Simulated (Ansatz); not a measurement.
# What Br vacancy, symmetric start does to CsSnBr3

Consider a 20-atom supercell of CsSnBr3 in the cubic perovskite structure (space group Pm-3m, No. 221; a = 5.7645 Å) at its relaxed geometry.

Now apply this change: one Br atom is removed, atoms relaxed at fixed cell.

The values are results of PBEsol in Ansatz (plane waves to 420 eV, PAW, no spin-orbit coupling), not measurements. k-mesh 3×3×3 (Γ-centred); smearing 0.01 eV (Fermi–Dirac).

| quantity | base | changed | shift |
|---|---|---|---|
| pressure | 0.0 GPa | -0.2 GPa | -0.2 GPa |
| gap of the supercell (uncertain: the Fermi level lies in a band; the base alone) | 0.22 eV | zero | – |
| total moment of the cell | – | 0.3 μB | – |
| energy gained by relaxation | – | 0.08 eV | – |
| largest displacement of a host atom from its site in the perfect cell | – | 0.33 Å | – |
| mean distance from the defect site to its nearest host atoms | 5.45 bohr | 5.20 bohr | -0.242 bohr |

Final structure:

```xyz
19
Lattice="5.7645 -5.7645 -5.7645 -5.7645 5.7645 -5.7645 5.7645 5.7645 5.7645" Properties=species:S:1:pos:R:3 pbc="T T T"
Cs     0.0000    -0.2303    -5.9948
Cs     0.0000    -0.2303     0.2303
Cs     0.0000     5.9948     0.2303
Cs     5.7645     0.2303    -0.2303
Sn     2.7540     2.8822    -2.8822
Sn     2.8822     2.8822     2.8822
Sn     3.0105     8.6467     2.8822
Sn     8.6467     2.8822     2.8822
Br     5.7645    -2.8822    -2.8822
Br     5.7645     2.8822    -2.8822
Br     5.7645     2.8822     2.8822
Br     2.9203     2.8822    -5.7592
Br     2.9203     2.8822    -0.0053
Br     2.8442     8.6467     0.0053
Br     8.6087     2.8822    -0.0053
Br     2.9203     0.0053    -2.8822
Br    -2.9203     5.7592    -2.8822
Br     2.8442     5.7698     2.8822
Br     2.9203     5.7592    -2.8822
```

Cost of the whole job for the changed cell (relaxation, final SCF and bands): about 6 core-minutes (a rough figure).

Other magnetic orders, which the real material may have, were not ruled out. The cell is small, so the values are those of an ordered compound at a high defect concentration; dilute-limit values will differ. A case with no gap was solved on a k-mesh chosen for an insulator, which is coarse for it. The defect started on the symmetric site and kept its symmetry, so it may sit on a saddle. Many cubic perovskites are stable only at high temperature; tilts and polar distortions were not tested. The defect cell is spin-polarised and ends with 0.3 μB, a fractional moment that hangs on the mesh and smearing. The zero or small gap of CsSnBr3 can change with the level of theory.

Ansatz is an electronic-structure program.
